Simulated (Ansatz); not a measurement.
The structure below was relaxed with DFT with PBEsol, PAW potentials and a 420 eV plane-wave cutoff in Ansatz (a program for electronic structure), without spin-orbit coupling, at pressure 0.9 GPa.

Space group F-43m (No. 216); a = b = c = 6.0994 Å, α = β = γ = 90.00°

| atom | site | symmetry | x | y | z |
|---|---|---|---|---|---|
| Hg | 4a | -43m | 0.0000 | 0.0000 | 0.0000 |
| Se | 4d | -43m | 0.7500 | 0.7500 | 0.7500 |

Task: Write out a cell with all atoms.

Result: 
```xyz
8
Lattice="6.0994 0.0000 0.0000 0.0000 6.0994 0.0000 0.0000 0.0000 6.0994" Properties=species:S:1:pos:R:3 pbc="T T T"
Hg     0.0000     0.0000     0.0000
Se     1.5249     1.5249     4.5746
Hg     0.0000     3.0497     3.0497
Se     1.5249     4.5746     1.5249
Hg     3.0497     0.0000     3.0497
Se     4.5746     1.5249     1.5249
Hg     3.0497     3.0497     0.0000
Se     4.5746     4.5746     4.5746
```
This is the conventional cell.

The mesh was chosen for an insulator and is coarse for the gapless case. Load acts through the strain it causes; cell and atoms are relaxed under it. No phonon test of stability was made. The final runs are not spin-polarised. The cell was made from HgSe in the zinc blende structure (space group F-43m, No. 216) by this change: pressure 0.9 GPa.
